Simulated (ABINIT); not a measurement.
A self-consistent single point of SrCd (Pm-3m, 2 atoms in the cell) with ABINIT.

Method of the run: LDA (PW92), PAW (JTH v2.0 LDA PAW) (plane waves; ABINIT).

The change in words: lattice scaled by 0.98. Reference geometry:
```xyz
2
Lattice="4.0356 0.0000 0.0000 0.0000 4.0356 0.0000 0.0000 0.0000 4.0356" Properties=species:S:1:pos:R:3 pbc="T T T"
Sr     2.0178     2.0178     2.0178
Cd     0.0000     0.0000     0.0000
```

Reference input (self-consistent single point, DFT, LDA (PW92), plane waves, PAW (JTH v2.0 LDA PAW)): pseudos = [Sr.LDA_PW-JTH.xml, Cd.LDA_PW-JTH.xml]; ecut = 544 eV; pawecutdg = 1088 eV; pawxcdev = 0; occopt = 3; tsmear = 0.1 eV; ngkpt = 11 11 11; nshiftk = 1; shiftk = 0 0 0; potentials = JTH v2.0 LDA PAW; nband = 16; kptopt = 1. This run's input differs from it in these lines:

```diff
@@ -3,3 +3,3 @@
 pseudos "Sr.LDA_PW-JTH.xml, Cd.LDA_PW-JTH.xml"
-acell 4.0356300000 4.0356300000 4.0356300000 Angstrom
+acell 3.9549170000 3.9549170000 3.9549170000 Angstrom
 rprim
```

Log, with long lists cut:

```
--- !BeginCycle
solver: {iscf: 17, nstep: 50, nline: 4, wfoptalg: 10, }
tolerances: {tolvrs: 1.00E-11, }
...

     iter   Etot(hartree)      deltaE(h)  residm     nres2
 ETOT  1  -78.751009113409    -7.875E+01 1.906E-01 2.727E+00
 ETOT  2  -78.872522576051    -1.215E-01 1.936E-02 6.562E-01
 ETOT  3  -78.871914535935     6.080E-04 1.686E-02 2.929E-01
 ETOT  4  -78.872325566694    -4.110E-04 5.999E-03 1.599E-01
 ETOT  5  -78.872740266211    -4.147E-04 1.571E-01 1.902E-03
   [... 26 lines left out ...]
 ETOT 32  -78.872905711192     3.853E-11 1.418E-05 6.044E-10
 ETOT 33  -78.872905711227    -3.543E-11 3.032E-05 3.648E-10
 ETOT 34  -78.872905711227     7.532E-13 9.819E-06 4.017E-10
 ETOT 35  -78.872905711221     5.812E-12 2.124E-05 2.682E-12
 At SCF step   35       nres2   =  2.68E-12 < tolvrs=  1.00E-11 =>converged.

 Cartesian components of stress tensor (hartree/bohr^3)
  sigma(1 1)=  4.09392872E-05  sigma(3 2)=  0.00000000E+00
  sigma(2 2)=  4.09392872E-05  sigma(3 1)=  0.00000000E+00
  sigma(3 3)=  4.09392872E-05  sigma(2 1)=  0.00000000E+00

 ----iterations are completed or convergence reached----

 reduced coordinates (array xred) for    2 atoms
       0.500000000000      0.500000000000      0.500000000000
       0.000000000000      0.000000000000      0.000000000000
 cartesian forces (eV/Angstrom) at end:
    1     -0.00000000000000    -0.00000000000000    -0.00000000000000
    2     -0.00000000000000    -0.00000000000000    -0.00000000000000
 frms,max,avg= 0.0000000E+00 0.0000000E+00   0.000E+00  0.000E+00  0.000E+00 e/A
   [... lines left out ...]
 Fermi (or HOMO) energy (hartree) =   0.19661   Average Vxc (hartree)=  -0.34605
   [... lines left out ...]
'-kT*entropy'       : -1.76185916586989E-03
total_energy        : -7.88729050717351E+01
total_energy_eV     : -2.14624089606032E+03
...

-Cartesian components of stress tensor (GPa)         [Pressure= -1.2045E+00 GPa]
- sigma(1 1)=  1.20447521E+00  sigma(3 2)=  0.00000000E+00
- sigma(2 2)=  1.20447521E+00  sigma(3 1)=  0.00000000E+00
- sigma(3 3)=  1.20447521E+00  sigma(2 1)=  0.00000000E+00

 Calculation completed.
```

The run converged in 35 iterations. Against the reference run the free energy goes down by 23.0 meV/atom and the pressure goes from -2.64 to -1.20 GPa.

The starting cell comes from a database of computed structures (which also holds hypothetical and non-ambient phases and stackings), without a prior relaxation at this level. For this run, on top of that: lattice scaled by 0.98.

Cost on one core of a shared machine: roughly 3 min.
